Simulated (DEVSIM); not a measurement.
Structure: illuminated Ge p-on-n cell, one wavelength, with a back-surface field, at 300 K.

```tsv
layer (left to right)	material	thickness (μm)	Nd (cm⁻³)	Na (cm⁻³)	τn (s)	τp (s)	absorption coefficient (cm⁻¹)
1	Ge	0.140	-	1.6e18	2.8e-7	1.5e-7	1800
2	Ge	40.0	1.3e15	-	7.7e-7	7.7e-7	1800
3	Ge	0.340	1.4e18	-	7.7e-7	7.7e-7	1800
```

Left contact: ohmic, minority electron recombination velocity 80 cm/s. Right contact: ohmic, minority hole recombination velocity 30000 cm/s. Voltage is applied to the left contact. Recombination: SRH at mid-gap, radiative, Auger. Light enters at the left, 3.5e17 photons cm⁻² s⁻¹, one pass, no reflection. Mobility is μmin + (μ − μmin)/(1 + (N/Nref)^α).

The device is made up for the run: typed textbook-type constants, with dimensions and the other settings drawn at random. Values at 300 K.

```csv
parameter,Ge
gap (eV),0.664
affinity (eV),4
permittivity,16
Nc (cm⁻³),1.04e19
Nv (cm⁻³),6e18
μn (cm²/Vs),3900
μp (cm²/Vs),1900
"μn,min",150
"μp,min",100
"Nref,n",2.6e17
"Nref,p",4e17
αn,0.56
αp,0.6
B (cm³/s),6.4e-14
Cn (cm⁶/s),1e-31
Cp (cm⁶/s),1e-31
```

Simulated with DEVSIM: 1D drift-diffusion, Boltzmann statistics, complete ionisation; no tunnelling, impact ionisation, image-force lowering or self-heating.

The doping Nd of layer 3 was swept, all else fixed.

```csv
doping Nd of layer 3 (cm^-3),largest power (mW/cm²),dark forward voltage at 100 A/cm² (V),dark forward voltage at 1 A/cm² (V),share of generated pairs collected at short circuit
4.2e16,4.13,0.405,0.234,0.957
1.4e17,4.24,___,___,0.961
4.2e17,4.27,0.437,0.248,0.962
1.4e18,4.28,0.455,0.250,0.962
4.2e18,4.28,0.468,0.250,0.963
```

Task: Complete the blanks.

Result: 
- 1.4e17, dark forward voltage at 100 A/cm² (V): 0.421
- 1.4e17, dark forward voltage at 1 A/cm² (V): 0.244
